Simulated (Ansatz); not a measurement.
An Ansatz (an electronic-structure program) input (Ansatz PBEsol, scalar-relativistic without spin-orbit coupling):

Ansatz 0.2 input:
```yaml
crystal:
  lattice:
    - [0, 3.086894313, 3.086894313]
    - [3.086894313, 0, 3.086894313]
    - [3.086894313, 3.086894313, 0]
  atoms:
    - { symbol: Sb, position: [0.75, 0.75, 0.75] }
    - { symbol: Ti, position: [0, 0, 0] }
basis: { ecutwfc: 420, ecutrho_ratio: 4, xc_grid: 2, fft_grid_basis: typed }
kpoints: { mp_grid: { grid: [13, 13, 13] } }
hamiltonian:
  xc: pbesol
  dispersion: none
  pseudopotentials: { kind: paw }
scf: { occupations: { method: fermi_dirac, width: 0.05 }, convergence: { dr2_threshold: 0.0000000002 } }
output: { forces: true, stress: true }
checkpoint: { write: state.ck, write_every: 1000 }
```

Problem. Which symmetry and how many k-points will the program report, and about how many plane waves at Γ?

Solution. Space group F-43m (ITA 216) with 24 operations, k-points 84 of 2197, and 1139 plane waves at Γ.

Whether these cells are dynamically stable was not tested. The final runs are not spin-polarised. An odd electron count without spin: TiSb. The cell was made from InSb by this change: In → Ti; the result is a hypothetical phase, not in the database extracts checked. TiSb has a high density of states at the Fermi level and may be magnetic at this level.
